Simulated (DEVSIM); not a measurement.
System: abrupt Si p-n junction, at 300 K.

| layer (left to right) | material | thickness (μm) | Nd (cm⁻³) | Na (cm⁻³) | τn (s) | τp (s) |
|---|---|---|---|---|---|---|
| 1 | Si | 2.00 | - | 3.8e16 | 1.1e-7 | 1.1e-7 |
| 2 | Si | 7.00 | 1.7e17 | - | 1.1e-7 | 1.1e-7 |

Left contact: ohmic. Right contact: ohmic. Voltage is applied to the left contact. Recombination: SRH at mid-gap, Auger. Mobility is μmin + (μ − μmin)/(1 + (N/Nref)^α).

Constants are typed, rounded textbook-type inputs, not results; the design itself was drawn at random and stands for no fabricated device. Values at 300 K.

| parameter | Si |
|---|---|
| gap (eV) | 1.124 |
| affinity (eV) | 4.05 |
| permittivity | 11.7 |
| Nc (cm⁻³) | 2.86e19 |
| Nv (cm⁻³) | 3.1e19 |
| μn (cm²/Vs) | 1417 |
| μp (cm²/Vs) | 470 |
| μn,min | 52 |
| μp,min | 45 |
| Nref,n | 9.7e16 |
| Nref,p | 2.2e17 |
| αn | 0.68 |
| αp | 0.72 |
| Cn (cm⁶/s) | 2.8e-31 |
| Cp (cm⁶/s) | 9.9e-32 |

Simulated with DEVSIM: 1D drift-diffusion, Boltzmann statistics, complete ionisation; no tunnelling, impact ionisation, image-force lowering or self-heating.

Base results: potential step across the device at zero bias (V) 0.818; dark forward voltage at 1 A/cm² (V) 0.607; largest field in the device at zero bias (V/cm) 86000; dark forward voltage at 100 A/cm² (V) 0.734.

Question: What follows from this one change: doping Na of layer 1 3.8e+16 → 1.1e+18 cm^-3?

Answer: potential step across the device at zero bias 0.818 → 0.905 V; dark forward voltage at 1 A/cm² 0.607 → 0.697 V; largest field in the device at zero bias 86000 → 200000 V/cm; dark forward voltage at 100 A/cm² 0.734 → 0.821 V.

Question: What follows from this one change: doping Nd of layer 2 1.7e+17 → 5.1e+17 cm^-3?

Answer: potential step across the device at zero bias 0.818 → 0.847 V; dark forward voltage at 1 A/cm² little changed (0.607 V); largest field in the device at zero bias 86000 → 94000 V/cm; dark forward voltage at 100 A/cm² little changed (0.732 V).
